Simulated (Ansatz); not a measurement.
Input and output of a self-consistent single point for NbRu3 (P4mm, 4 atoms in the cell) (Ansatz, a quantum-chemistry and plane-wave program).

Computed with LDA (PW92), default PAW files made with PBE (plane waves; Ansatz).

The change in words: lattice scaled by 0.98; basis.ecutwfc: 30.9 Ry → 21.7 Ry. Reference geometry:
```xyz
4
Lattice="3.8657 0.0000 0.0000 0.0000 3.8657 0.0000 0.0000 0.0000 3.8657" Properties=species:S:1:pos:R:3 pbc="T T T"
Nb     0.0000     0.0000     0.0500
Ru     0.0000     1.9328     1.9328
Ru     1.9328     0.0000     1.9328
Ru     1.9328     1.9328     0.0000
```

Reference input (self-consistent single point, DFT, LDA (PW92), plane waves, default PAW files made with PBE): basis.ecutwfc = 30.9 Ry; kpoints.mp_grid.grid = 7 7 7; hamiltonian.xc = lda; hamiltonian.pseudopotentials = {kind: paw} (the program's default PAW files); scf.occupations.method = gaussian; scf.occupations.width = 0.0073 Ry. This run's input differs from it in these lines:

Ansatz 0.2 input:
```diff
@@ -3,5 +3,5 @@
   lattice:
-    - [3.865684, 0.000000, 0.000000]
-    - [0.000000, 3.865684, 0.000000]
-    - [0.000000, 0.000000, 3.865684]
+    - [3.788370, 0.000000, 0.000000]
+    - [0.000000, 3.788370, 0.000000]
+    - [0.000000, 0.000000, 3.788370]
   atoms:
@@ -12,3 +12,3 @@
 basis:
-  ecutwfc: 30.9 Ry
+  ecutwfc: 21.7 Ry
 kpoints:
```

The program printed (abridged):

```
SCF iter   1: F=—  HF=-21717.267303 eV  |F-HF|=—  |Δ(HF+E_count)|=         —  Δρ=1.65e-2  dr2=1.06e-1  ethr=1.77e-3  ⟨swp⟩=5.0  Hψ=5094  notcnv=0
all-band conjugate gradients solve this SCF's bands
preconditioner: auto → Kerker (q_TF=auto, 2.781 Å⁻¹)
SCF iter   2: F=—  HF=-21717.247557 eV  |F-HF|=—  |Δ(HF+E_count)|=   1.97e-2  Δρ=6.86e-3  dr2=1.52e-2  ethr=1.74e-4  ⟨swp⟩=1.4  Hψ=1830  notcnv=0
SCF iter   3: F=—  HF=-21717.244723 eV  |F-HF|=—  |Δ(HF+E_count)|=   2.83e-3  Δρ=1.24e-3  dr2=4.72e-4  ethr=2.49e-5  ⟨swp⟩=2.2  Hψ=2159  notcnv=0
SCF iter   4: F=—  HF=-21717.244682 eV  |F-HF|=—  |Δ(HF+E_count)|=   4.11e-5  Δρ=1.50e-4  dr2=2.17e-5  ethr=7.74e-7  ⟨swp⟩=2.2  Hψ=2242  notcnv=0
SCF iter   5: F=—  HF=-21717.244676 eV  |F-HF|=—  |Δ(HF+E_count)|=   5.38e-6  Δρ=5.05e-5  dr2=2.06e-6  ethr=3.55e-8  ⟨swp⟩=2.0  Hψ=1920  notcnv=0
SCF iter   6: F=-21717.244676 eV  HF=-21717.244676 eV  |F-HF|=3.33e-8  |Δ(HF+E_count)|=   4.03e-7  Δρ=1.03e-5  dr2=5.57e-8  ethr=1.64e-10  ⟨swp⟩=5.9  Hψ=6201  notcnv=0
SCF 1 converged in 6 iterations: F = -21717.244676 eV  dr2 = 5.57e-8
Free energy (F): -21717.244676 eV
Internal energy: -21717.223072 eV  (E = F + TS)
E sigma→0 (E₀):  -21717.233874 eV
Entropy (-TS):   -0.021604 eV (-5.401 meV/atom)
Fermi energy:    23.379921 eV
--- Forces (eV/Å), atoms counted from 1 ---
  atom   1  Nb    -0.00000000     0.00000000    -0.56172468
  atom   2  Ru     0.00000000     0.00000000     0.28405124
  atom   3  Ru     0.00000000     0.00000000     0.28405124
  atom   4  Ru    -0.00000000     0.00000000    -0.00639568
--- Stress (GPa, compression-positive) ---
        9.307172       0.000000       0.000000
        0.000000       9.307172       0.000000
        0.000000       0.000000       9.302898
  P = ⅓ Tr σ = 9.3057 GPa (93.057 kbar)
  The stress holds the Pulay correction. Without it, at fixed plane waves, as pw.x and ABINIT print it: P = -8.5051 GPa
```

The run converged in 6 iterations. Against the reference run the free energy goes up by 177 meV/atom, the pressure goes from -8.58 to 9.31 GPa and the largest force goes from 0.382 to 0.562 eV/Å.

The starting cell comes from a database of computed structures (which also holds hypothetical and non-ambient phases and stackings), without a prior relaxation at this level. Its lattice was rescaled by up to half a per cent. One atom was moved a little off its site on purpose. For this run, on top of that: lattice scaled by 0.98. Spin polarisation is off. Ansatz's pressure includes its estimate of the finite-basis (Pulay) stress. Without the estimate this run gives -8.51 GPa. The cutoff lies below the one recommended for these files.
